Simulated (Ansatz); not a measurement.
# Effect of pressure 4.5 GPa on AgI

The parent structure is AgI in the rock salt structure (space group Fm-3m, No. 225; a = 5.985 Å; a model cell, its experimental status unchecked).

It is then changed as follows: cell and atoms relaxed at a pressure of 4.5 GPa.

Method: DFT with PBEsol, PAW potentials and a 420 eV plane-wave cutoff in Ansatz (a first-principles code), no spin-orbit coupling. k-mesh 10×10×10 (Γ-centred); smearing 0.05 eV (Fermi–Dirac).

The volume per atom shrinks by 2.01 Å³ (26.80 Å³ → 24.79 Å³) and the density rises by 0.59 g/cm³, from 7.27 g/cm³ to 7.86 g/cm³. The lattice parameter a falls by 0.153 Å (5.985 Å → 5.832 Å) and the shortest interatomic distance drops by 0.0767 Å, from 2.992 Å to 2.916 Å. The enthalpy H = E + PV relative to the base's energy amounts to +0.72 eV/atom and the band gap shrinks by 0.23 eV, from 0.38 eV to 0.15 eV. The gap character remains indirect, L → X and the smallest direct gap increases by 0.31 eV, from 2.48 eV to 2.79 eV. The mean gap deformation potential ΔEg/Δln V is +3.0 eV and the width of the top valence band rises by 0.38 eV (2.78 eV → 3.16 eV). The electron mass goes from 0.44 mₑ along k, 0.21 mₑ across (off the special points) to 0.47 mₑ along k, 0.20 mₑ across (at X) and the hole mass (degenerate bands, along [100]) goes from 0.19, 2.6 mₑ (at L) to 0.17, 2.2 mₑ (at L). The valley order (the lowest conduction-band minima on the path, energy above the VBM, named in the base's zone) becomes X along ⟨100⟩ 0.15 eV; Γ 1.07 eV (base: X along ⟨100⟩ 0.38 eV; Γ 0.94 eV).

Final structure:

```yaml
crystal:
  lattice:
    - [0.00000, 2.91581, 2.91581]
    - [2.91581, 0.00000, 2.91581]
    - [2.91581, 2.91581, 0.00000]
  atoms:
    - { symbol: I, position: [0.00000, 0.00000, 0.00000] }
    - { symbol: Ag, position: [0.50000, 0.50000, 0.50000] }
```

With I present, leaving out spin-orbit coupling can change the band edges. Load acts through the strain it causes; cell and atoms are relaxed under it. Masses are band curvatures over ±0.01 Å⁻¹ around the edge. Along k means along the line from Γ to the band edge. Whether these cells are dynamically stable was not tested. This is not the structure that AgI has at room temperature and ambient pressure. The zero or small gap of AgI under pressure 4.5 GPa can change with the level of theory.
